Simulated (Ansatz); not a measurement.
# Sr: alloy series

The parent structure is Sr in the fcc (Cu type) structure (space group Fm-3m, No. 225; a = 6.1002 Å).

The other end (x = 1) is Mg in the fcc (Cu type) structure (space group Fm-3m, No. 225; a model cell, its experimental status unchecked): 22.77 Å³/atom, gap zero; this end may not be an ambient phase.

Mg replaces a fraction x of Sr; each row is one arrangement (x, atoms in the cell, starting space group or random), fully relaxed.

Level of theory: r2SCAN in Ansatz (plane waves to 500 eV, PAW, no spin-orbit coupling), earlier PAW set.

Candidates:
(a) x(Mg) = 0.25, 4 atoms, R-3m
(b) x(Mg) = 0.667, 3 atoms, I4/mmm
(c) x(Mg) = 0.75, 4 atoms, Pm-3m
(d) x(Mg) = 0.25, 4 atoms, Pmmm
(e) x(Mg) = 0.25, 4 atoms, Pm-3m

Before the change:

| Property | Result |
|---|---|
| Volume per atom | 56.75 Å³ |

Question: Order them by volume per atom, lowest first.

Answer: (c) x(Mg) = 0.75, 4 atoms, Pm-3m (30.26 Å³), (b) x(Mg) = 0.667, 3 atoms, I4/mmm (31.73 Å³), (e) x(Mg) = 0.25, 4 atoms, Pm-3m (45.83 Å³), (d) x(Mg) = 0.25, 4 atoms, Pmmm (46.93 Å³), (a) x(Mg) = 0.25, 4 atoms, R-3m (48.90 Å³)

Each cell is one ordered arrangement of few atoms, which overstates ordering effects compared with a random alloy. Whether these cells are dynamically stable was not tested. Under x(Mg) = 0.667, 3 atoms, I4/mmm and x(Mg) = 0.25, 4 atoms, Pmmm the cell changed shape so far that it is another structure. This is not the structure that Mg has at room temperature and ambient pressure.

Ansatz is an electronic-structure program.
